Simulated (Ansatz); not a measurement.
Ansatz (an electronic-structure program) run on La₃SnC (Pm-3m, 5 atoms in the cell): self-consistent single point.

Computed with PBEsol, PAW files made with PBE (plane waves; Ansatz).

The change in words: lattice scaled by 0.98. Reference geometry:
```
CELL_PARAMETERS angstrom
      5.10806     0.00000     0.00000
      0.00000     5.10806     0.00000
      0.00000     0.00000     5.10806
ATOMIC_POSITIONS crystal
  La 0.50000 0.00000 0.00000
  La 0.00000 0.50000 0.00000
  La 0.00000 0.00000 0.50000
  Sn 0.50000 0.50000 0.50000
  C  0.00000 0.00000 0.00000
```

Reference input (self-consistent single point, DFT, PBEsol, plane waves, PAW files made with PBE): basis.ecutwfc = 30.9 Ry; kpoints.mp_grid.grid = 7 7 7; hamiltonian.xc = pbesol; hamiltonian.pseudopotentials = {kind: paw} (the program's default PAW files); scf.occupations.method = gaussian; scf.occupations.width = 0.02 Ry. This run's input differs from it in these lines:

```diff
@@ -3,10 +3,10 @@
   lattice:
-    - [5.108064, 0.000000, 0.000000]
-    - [0.000000, 5.108064, 0.000000]
-    - [0.000000, 0.000000, 5.108064]
+    - [5.005903, 0.000000, 0.000000]
+    - [0.000000, 5.005903, 0.000000]
+    - [0.000000, 0.000000, 5.005903]
   atoms:
-    - { symbol: La, position_ang: [2.554032, 0.000000, 0.000000] }
-    - { symbol: La, position_ang: [0.000000, 2.554032, 0.000000] }
-    - { symbol: La, position_ang: [0.000000, 0.000000, 2.554032] }
-    - { symbol: Sn, position_ang: [2.554032, 2.554032, 2.554032] }
+    - { symbol: La, position_ang: [2.502951, 0.000000, 0.000000] }
+    - { symbol: La, position_ang: [0.000000, 2.502951, 0.000000] }
+    - { symbol: La, position_ang: [0.000000, 0.000000, 2.502951] }
+    - { symbol: Sn, position_ang: [2.502951, 2.502951, 2.502951] }
     - { symbol: C, position_ang: [0.000000, 0.000000, 0.000000] }
```

Log, with long lists cut:

```
SCF iter   1: F=—  HF=-24687.576407 eV  |F-HF|=—  |Δ(HF+E_count)|=         —  Δρ=6.66e-2  dr2=1.88e1  ethr=3.10e-3  ⟨swp⟩=4.7  Hψ=2769  notcnv=0
all-band conjugate gradients solve this SCF's bands
preconditioner: auto → Kerker (q_TF=auto, 2.348 Å⁻¹)
SCF iter   2: F=—  HF=-24684.155516 eV  |F-HF|=—  |Δ(HF+E_count)|=    3.42e0  Δρ=2.73e-2  dr2=3.53e0  ethr=3.10e-3  ⟨swp⟩=3.2  Hψ=1538  notcnv=0
   [... lines left out ...]
SCF iter   6: F=—  HF=-24683.234244 eV  |F-HF|=—  |Δ(HF+E_count)|=   3.38e-4  Δρ=1.41e-4  dr2=4.40e-5  ethr=2.64e-6  ⟨swp⟩=2.5  Hψ=1099  notcnv=0
SCF iter   7: F=—  HF=-24683.234252 eV  |F-HF|=—  |Δ(HF+E_count)|=   8.01e-6  Δρ=5.03e-5  dr2=5.00e-6  ethr=8.63e-8  ⟨swp⟩=2.0  Hψ=1098  notcnv=0
SCF iter   8: F=—  HF=-24683.234250 eV  |F-HF|=—  |Δ(HF+E_count)|=   1.24e-6  Δρ=1.22e-5  dr2=2.39e-7  ethr=9.80e-9  ⟨swp⟩=2.0  Hψ=1087  notcnv=0
SCF iter   9: F=-24683.234250 eV  HF=-24683.234250 eV  |F-HF|=1.45e-8  |Δ(HF+E_count)|=   2.38e-8  Δρ=3.35e-6  dr2=2.22e-8  ethr=1.96e-10  ⟨swp⟩=9.8  Hψ=3719  notcnv=0
SCF 1 converged in 9 iterations: F = -24683.234250 eV  dr2 = 2.22e-8
Free energy (F): -24683.234250 eV
Internal energy: -24683.126946 eV  (E = F + TS)
E sigma→0 (E₀):  -24683.180598 eV
Entropy (-TS):   -0.107305 eV (-21.461 meV/atom)
Fermi energy:    12.536912 eV
--- Forces (eV/Å), atoms counted from 1 ---
  atom   1  La    -0.00000000     0.00000000     0.00000000
   [... zero for the other atoms too ...]
--- Stress (GPa, compression-positive) ---
        6.287020       0.000000       0.000000
        0.000000       6.287020       0.000000
        0.000000       0.000000       6.287020
  P = ⅓ Tr σ = 6.2870 GPa (62.870 kbar)
  The stress holds the Pulay correction. Without it, at fixed plane waves, as pw.x and ABINIT print it: P = 6.2566 GPa
```

The run converged in 9 iterations. Against the reference run the free energy goes up by 37.1 meV/atom and the pressure goes from 1.51 to 6.29 GPa.

The starting cell comes from a database of computed structures (which also holds hypothetical and non-ambient phases and stackings), without a prior relaxation at this level. Its lattice was rescaled by a random factor within 2.5 % of one. For this run, on top of that: lattice scaled by 0.98. With a pressure of about 6 GPa the cell is away from its equilibrium volume at this level. Ansatz's pressure includes its estimate of the finite-basis (Pulay) stress.

Keys are those of Ansatz 0.2.
